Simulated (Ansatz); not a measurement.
A 16-atom cell of (Ru,Re) started in the hexagonal close-packed structure, site fractions Ru 0.750, Re 0.250, short-range order -0.06 in the first shell of the mixed sites (0 is random, a negative value favours unlike neighbours), space group P1 at the end. The mixed sublattice has 16 sites.

The mixing enthalpy is taken against the end members in the hexagonal close-packed type (which need not be the stable form of Ru and Re), relaxed in the same cell and mesh.

Calculation: PBE (plane waves to 420 eV, PAW; Ansatz, a first-principles code). Scalar-relativistic, without spin–orbit coupling; the runs are not spin-polarised. Its k-point mesh 6×6×6, Fermi–Dirac width 0.05 eV.

```
cell   energy at zero smearing (eV)
-----  ----------------------------
Ru                       -94059.011
Re                      -173889.253
ReRu3                   -114017.380
```

### Question
Work out the mixing enthalpy per mixed site and the interaction parameter Ω of a regular solution.

### Answer
With x = 4/16 of the second end member, ΔH = [-114017.380 − 12/16 × (-94059.011) − 4/16 × (-173889.253)] / 16 = -51 meV against the separate end members. Ω = ΔH / x(1 − x) = -269 meV.
